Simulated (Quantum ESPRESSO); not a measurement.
Quantum ESPRESSO 7.5, DFT, PBE, plane waves, SSSP 1.1.2 efficiency PBE: rock-salt TiC, 2 atoms. Basis and mesh were picked for this test and aren't claimed converged.

```
Quantity                                           Result
------------------------  -------------------------------
cell                      3.06, 3.06, 3.06 Å; 60, 60, 60°
task                                                  scf
k mesh                                           16×16×16
ecutwfc                                             45 Ry
ecutrho                                            360 Ry
occupations                                      smearing
smearing                                               mv
degauss                                           0.02 Ry
conv_thr                                         2e-09 Ry
tprnfor                                              true
tstress                                             false
k-point pools (-nk)                                     4
diagonalization                           david (default)
mixing_mode                               plain (default)
mixing_beta                                 0.7 (default)
mixing_ndim                                   8 (default)
k-points computed                                     145
bands                                                  12
electrons                                              16
G-vectors of the density                            15665
FFT grid                                         36×36×36
symmetry operations                                    48
```

Machine: one whole node, AMD EPYC (Zen 5), 96 cores on 1 socket, no SMT, 12 L3 cache groups; 94 cores' worth of CPU time may be used.

Times are wall-clock medians of two to five runs, from launch to exit, with nothing else on the machine. Processes are pinned to neighbouring cores unless said otherwise. The build: conda-forge: Open MPI 5.0, OpenMP, OpenBLAS 0.3.34 (pthreads), FFTW, ScaLAPACK, ELPA; another build can shift the numbers. Scratch files lie in a memory file system.

Started as
```bash
OMP_NUM_THREADS=1 mpirun -np 4 pw.x -nk 4 -in pw.in
```
(4 ranks, mixing_ndim = 8 (default)) it takes 4.1 s and 17 SCF iterations.

Estimate the wall time with mixing_ndim = 2.

About 3.2 s (3 runs within 1 %): 1.3× as fast. The largest move is in FFTs of H·ψ (vloc_psi): 1.3 s to 0.93 s. SCF iterations go from 17 to 12. Change in the result: energy equal as printed.
